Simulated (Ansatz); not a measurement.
System: CaO (model structure, started from the wurtzite type, P6₃/mmc, No. 194, 4 atoms in the cell). Method: LDA (Ansatz, a program for electronic structure, PAW).

Settings: plane-wave cutoff 520 eV, 12×12×6 k mesh (along the axes of the cell as run), Fermi–Dirac smearing 0.01 eV, scalar-relativistic PAW data made under PBE.

Cell (relaxed at this level):

Space group P6₃/mmc (No. 194); a = b = 3.909 Å, c = 4.683 Å, α = β = 90.00°, γ = 120.00°

```json
[
 {"atom": "Ca", "site": "2c", "symmetry": "-6m2", "x": "0.3333", "y": "0.6667", "z": "0.2500"},
 {"atom": "O", "site": "2d", "symmetry": "-6m2", "x": "0.6667", "y": "0.3333", "z": "0.2500"}
]
```

What does this level give for the band gap?


* **band gap**: 3.22 eV (direct)

Note: the relaxation could raise the start's symmetry but not lower it, so the cell can be a saddle point.

Computed values are for the static lattice.

It cost about 5 core-seconds (a rough figure) of CPU time.

A model structure was made by putting elements into a prototype or built by hand; it is no filed structure, need not be a known phase, and can be a saddle point held by its symmetry.
